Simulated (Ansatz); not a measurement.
Base system: Ba in the bcc (W type) structure (space group Im-3m, No. 229; a = 4.8819 Å; relaxed with 0.1 eV smearing).

Method: plane-wave PAW DFT at the PBEsol level (Ansatz, an electronic-structure program, 420 eV), scalar-relativistic without spin-orbit coupling.

Strains are applied to the cell and any free atomic positions relax.

One change was made to it. Results:

```tsv
quantity	base	after
energy relative to the base (free energy F)	0 meV/atom	+0.4 meV/atom
band gap	zero	zero
pressure	0.0 GPa	0.1 GPa
```

Question: What was done to the base?
A) isotropic strain −3.00 %
B) isotropic strain −2.00 %
C) isotropic strain +1.50 %
D) isotropic strain −0.50 %

Answer: D, isotropic strain −0.50 %. For comparison, the energy relative to the base in the other runs: isotropic strain −3.00 % gives +14 meV/atom; isotropic strain −2.00 % gives +6.3 meV/atom; isotropic strain +1.50 % gives +3.1 meV/atom.

Whether these cells are dynamically stable was not tested.
